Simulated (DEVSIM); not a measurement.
Device: abrupt GaSb n-p junction, at 300 K.

Layer 1 from the left is GaSb, thickness (μm) 34.0, Nd (cm⁻³) 5.5e16, τn (s) 1.1e-8, τp (s) 1.1e-8. Layer 2 from the left is GaSb, thickness (μm) 130, Na (cm⁻³) 3.5e16, τn (s) 1.1e-8, τp (s) 1.1e-8.

Left contact: ohmic. Right contact: ohmic. Voltage is applied to the left contact. Recombination: SRH at mid-gap, Auger. Mobility is μmin + (μ − μmin)/(1 + (N/Nref)^α).

This is a model device: material constants are rounded textbook-type values typed into the input, and sizes, dopings and lifetimes were drawn at random. Values at 300 K.

GaSb: gap (eV) 0.726, affinity (eV) 4.06, permittivity 15.7, Nc (cm⁻³) 2.1e17, Nv (cm⁻³) 1.8e19, μn (cm²/Vs) 5000, μp (cm²/Vs) 850, μn,min 1000, μp,min 190, Nref,n 2.8e17, Nref,p 9e17, αn 1.05, αp 0.65, Cn (cm⁶/s) 5e-30, Cp (cm⁶/s) 5e-30.

Problem. Estimate by hand the built-in potential, the peak field at zero bias, the capacitance at 0.6 V, and compare with a numerical solution.

Solution. 
- Built-in potential: ni = √(Nc Nv) exp(−Eg/2kT) = 1.55e12 cm⁻³ with Eg = 0.726 eV; Vbi = kT/q ln(Na Nd/ni²) = 0.530 V; numerical 0.530 V.
- Peak field at zero bias: depletion approximation: W = √(2εVbi/(qN)) = 0.207 μm with N = 2.14e16 cm⁻³; field = 2Vbi/W = 51100 V/cm; numerical 48600 V/cm (estimate above by 5.3 %).
- Capacitance at 0.6 V: C = √(qεN / 2(Vbi + |V|)) = 45.9 nF/cm²; numerical 47.0 nF/cm² (estimate below by 2.3 %).

DEVSIM, 1D drift-diffusion, Boltzmann statistics, complete ionisation; no tunnelling, impact ionisation, image-force lowering or self-heating.
